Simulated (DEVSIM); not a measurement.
Device: Schottky contact on n-type GaAs, at 300 K.

```tsv
layer (left to right)	material	thickness (μm)	Nd (cm⁻³)	τn (s)	τp (s)
1	GaAs	16.0	8.4e15	6.5e-9	6.5e-9
```

Left contact: Schottky, work function 5.18 eV, emission velocity 5.1e6 cm/s. Right contact: ohmic. Voltage is applied to the left contact. Recombination: SRH at mid-gap, radiative. Mobility is μmin + (μ − μmin)/(1 + (N/Nref)^α).

Constants are typed, rounded textbook-type inputs, not results; the design itself was drawn at random and stands for no fabricated device. Values at 300 K.

| parameter | GaAs |
|---|---|
| gap (eV) | 1.424 |
| affinity (eV) | 4.07 |
| permittivity | 12.9 |
| Nc (cm⁻³) | 4.7e17 |
| Nv (cm⁻³) | 9e18 |
| μn (cm²/Vs) | 8500 |
| μp (cm²/Vs) | 400 |
| μn,min | 500 |
| μp,min | 20 |
| Nref,n | 6e16 |
| Nref,p | 1.5e17 |
| αn | 0.39 |
| αp | 0.38 |
| B (cm³/s) | 2e-10 |

DEVSIM, 1D drift-diffusion, Boltzmann statistics, complete ionisation; no tunnelling, impact ionisation, image-force lowering or self-heating. Metal contacts follow the ideal Schottky-Mott rule: no Fermi-level pinning, no interface dipoles.

The doping Nd of layer 1 was swept, all else fixed.

```json
[
 {"doping Nd of layer 1 (cm^-3)": "2.5e14", "dark forward voltage at 100 A/cm² (V)": "1.399", "potential step across the device at zero bias (V)": "0.915", "largest field in the device at zero bias (V/cm)": "7900", "dark forward voltage at 1 A/cm² (V)": "0.790"},
 {"doping Nd of layer 1 (cm^-3)": "8.4e14", "dark forward voltage at 100 A/cm² (V)": "1.067", "potential step across the device at zero bias (V)": "0.946", "largest field in the device at zero bias (V/cm)": "15000", "dark forward voltage at 1 A/cm² (V)": "0.783"},
 {"doping Nd of layer 1 (cm^-3)": "2.5e15", "dark forward voltage at 100 A/cm² (V)": "0.961", "potential step across the device at zero bias (V)": "0.975", "largest field in the device at zero bias (V/cm)": "26000", "dark forward voltage at 1 A/cm² (V)": "0.780"},
 {"doping Nd of layer 1 (cm^-3)": "8.4e15", "dark forward voltage at 100 A/cm² (V)": "0.921", "potential step across the device at zero bias (V)": "1.006", "largest field in the device at zero bias (V/cm)": "48000", "dark forward voltage at 1 A/cm² (V)": "0.779"},
 {"doping Nd of layer 1 (cm^-3)": "2.5e16", "dark forward voltage at 100 A/cm² (V)": "0.906", "potential step across the device at zero bias (V)": "1.034", "largest field in the device at zero bias (V/cm)": "84000", "dark forward voltage at 1 A/cm² (V)": "0.778"},
 {"doping Nd of layer 1 (cm^-3)": "8.4e16", "dark forward voltage at 100 A/cm² (V)": "0.900", "potential step across the device at zero bias (V)": "1.065", "largest field in the device at zero bias (V/cm)": "160000", "dark forward voltage at 1 A/cm² (V)": "0.778"}
]
```

From the first row to the last the dark forward voltage at 100 A/cm² goes from 1.399 to 0.900. From the first row to the last the potential step across the device at zero bias goes from 0.915 to 1.065.
